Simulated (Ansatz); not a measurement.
Parameter sweep on RbMg₆Mn (P1, 8 atoms in the cell)

```
RbMg6Mn
1.0
    5.04730     0.00000     0.00000
    0.00000     3.30971     6.05679
    0.00000    -3.30971     6.05679
Rb Mg Mn
1 6 1
Cartesian
  2.56514   0.01909   8.10947
 -0.04369   1.86284   6.81153
  0.05238  -1.83654   6.86034
 -0.07497  -0.01405   4.05509
  2.55461   1.81474   4.96886
  2.53016  -1.76423   4.98070
  2.50623  -0.00827   2.06226
  0.00475  -0.07357  10.60606
```
Moments meant for the start (each program seeds them in its own way; μB, in the order of the atoms Rb Mg Mg Mg Mg Mg Mg Mn): 0.0 0.0 0.0 0.0 0.0 0.0 0.0 4.0.

Base run A: LDA (PW92), harder PAW files (source: ansatz) made with PBE (Ansatz, a quantum-chemistry and plane-wave program), self-consistent single point.

Its settings: basis.ecutwfc = 720 eV; kpoints.mp_grid.grid = 3 3 3; hamiltonian.xc = lda; hamiltonian.pseudopotentials = {kind: paw, source: ansatz}; magnetization.spin_polarized = true; scf.occupations.method = methfessel_paxton; scf.occupations.width = 0.05 eV.

The starting cell comes from a database of computed structures (which also holds hypothetical and non-ambient phases and stackings), without a prior relaxation at this level. Its atoms were displaced at random from the sites of space group no. 38. With one magnetic atom in the cell only a parallel order is possible. Ansatz's pressure includes its estimate of the finite-basis (Pulay) stress. Without a gap this mesh is coarse (it stands for a supercell whose shortest vector is 15 Å).

ΔF is the free energy per atom less that of run A. 

The first pressure column holds Ansatz's estimate of the finite-basis (Pulay) stress, which hides part of the cutoff error; the other is without it.

In some runs the Pulay estimate is large (up to 11 GPa), a sign of a cutoff far from converged.

Runs:
- B: lattice scaled by 0.97
- C: lattice scaled by 0.97; basis.ecutwfc: 720 eV → 430 eV
- D: lattice scaled by 0.985
- E: lattice scaled by 0.985; basis.ecutwfc: 720 eV → 430 eV
- F: lattice scaled by 1.015
- G: lattice scaled by 1.015; basis.ecutwfc: 720 eV → 430 eV
- H: lattice scaled by 1.03
- I: lattice scaled by 1.03; basis.ecutwfc: 720 eV → 430 eV
- J: basis.ecutwfc: 720 eV → 430 eV

```
run  ΔF (meV/atom)  pressure (GPa)  largest force (eV/Å)  size of the net moment (μB/atom)  pressure at a fixed set of plane waves (GPa)
---  -------------  --------------  --------------------  --------------------------------  --------------------------------------------
A             0.00           -0.92                 0.206                              0.38                                         -0.93
B              5.1            1.85                 0.426                              0.36                                          1.84
C            215.1            1.75                 0.408                              0.35                                         -8.99
D             -2.2            0.34                 0.299                              0.37                                          0.33
E            207.1            0.23                 0.289                              0.37                                         -9.96
F             10.2           -1.85                 0.229                              0.40                                         -1.87
G            223.9           -1.96                 0.242                              0.40                                        -11.43
H             26.9           -2.63                 0.285                              0.42                                         -2.64
I            239.9           -2.70                 0.297                              0.42                                        -11.74
J            211.7           -1.02                 0.203                              0.38                                        -10.85
```

Run F against A: The free energy goes up by 10.2 meV/atom, the pressure goes from -0.92 to -1.85 GPa, the largest force goes from 0.206 to 0.229 eV/Å and the size of the net moment moves little (0.38 to 0.40 μB/atom).

Run C against A: The free energy goes up by 215 meV/atom, the pressure goes from -0.92 to 1.75 GPa, the largest force goes from 0.206 to 0.408 eV/Å and the size of the net moment goes from 0.38 to 0.35 μB/atom.

Run D against A: The free energy drops by 2.2 meV/atom, the pressure goes from -0.92 to 0.34 GPa, the largest force goes from 0.206 to 0.299 eV/Å and the size of the net moment moves little (0.38 to 0.37 μB/atom).

Keys are those of Ansatz 0.2.
